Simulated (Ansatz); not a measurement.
# What isotropic strain −0.26 % does to hypothetical R3c YTaN3

The parent structure is YTaN$_{3}$ (space group R3c, No. 161; a = 5.5927 Å, c = 13.9516 Å (hexagonal axes); a hypothetical phase, not in the database extracts checked).

The change: the cell is scaled by 0.9974 in all directions; the atoms relax in the strained cell.

Method: PBEsol (Ansatz, a quantum-chemistry and plane-wave program; PAW; 420 eV plane waves; spin-orbit coupling left out). Settings: 10×10×10 k-points, 0.05 eV Fermi–Dirac smearing.

* **Volume per atom**: 12.50 Å³ (base 12.60 Å³)
* **Space group**: R3c (No. 161) (base R3c (No. 161))
* **Shortest interatomic distance**: 1.996 Å (base 1.999 Å)
* **Energy relative to the base (free energy F)**: +0.5 meV/atom
* **Pressure (mean of the normal stresses, compression positive)**: 1.6 GPa (base 0.0 GPa)
* **Band gap**: zero (base zero)

Final structure:

```
CELL_PARAMETERS angstrom
      2.78908     1.61028     4.63843
     -2.78908     1.61028     4.63843
      0.00000    -3.22055     4.63843
ATOMIC_POSITIONS crystal
  Y  0.73083 0.73083 0.73083
  Y  0.23083 0.23083 0.23083
  Ta 0.49971 0.49971 0.49971
  Ta 0.99971 0.99971 0.99971
  N  0.66650 0.27354 0.84775
  N  0.84775 0.66650 0.27354
  N  0.27354 0.84775 0.66650
  N  0.34775 0.77354 0.16650
  N  0.77354 0.16650 0.34775
  N  0.16650 0.34775 0.77354
```

No phonon test of stability was made. The final runs are not spin-polarised.
